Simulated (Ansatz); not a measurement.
**Effect of pressure 100 GPa on ZnSnO3**

Take ZnSnO3 (space group R3c, No. 161; a = 5.2780 Å, c = 14.0092 Å (hexagonal axes)) as the base.

Now apply this change: a hydrostatic pressure of 100 GPa.

Calculations: plane-wave PAW DFT at the PBEsol level (Ansatz, a quantum-chemistry and plane-wave program, 420 eV), no spin-orbit coupling, earlier PAW set. Γ-centred 8×8×8 mesh, Fermi–Dirac width 0.05 eV.

The volume per atom decreases by 3.13 Å³ (11.27 Å³ → 8.14 Å³) and the density increases by 2.63 g/cm³ to 9.47 g/cm³. The lattice parameter a shrinks by 0.265 Å to 5.013 Å and the c/a ratio falls by 0.417 to 2.237. The shortest interatomic distance falls by 0.176 Å, from 1.995 Å to 1.819 Å and the enthalpy H = E + PV relative to the base's energy comes out as +5.87 eV/atom. The band gap rises by 0.763 eV, from 1.24 eV to 2.01 eV and the smallest direct gap grows by 0.783 eV, from 1.24 eV to 2.03 eV. The electron mass changes from 0.19 mₑ (at Γ) to 0.40 mₑ along c, 0.30 mₑ across (at Γ).

Load acts through the strain it causes; cell and atoms are relaxed under it. Effective masses come from finite differences of ±0.01 Å⁻¹. Whether these cells are dynamically stable was not tested. Competing high-pressure phases were not computed.
